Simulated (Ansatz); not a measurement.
Consider Al in the fcc (Cu type) structure (space group Fm-3m, No. 225; a = 4.0155 Å; relaxed with 0.1 eV smearing). Axes: x, y, z lie along the cube axes.

Level of theory: Ansatz (a program for electronic structure) PBEsol, without spin-orbit coupling.

It is then changed as follows: uniaxial strain ε_zz = −1.00 %, all other strain components held at zero; the atoms relax in the strained cell.

**Question.** What does the calculation give for the stress and energy relative to the base after the change?

**Answer.** The stress (xx, yy, zz, yz, xz, xy; compression positive) comes out as (0.7, 0.7, 1.2, 0.0, 0.0, 0.0) GPa; the energy increases by 0.6 meV/atom.

No phonon test of stability was made.
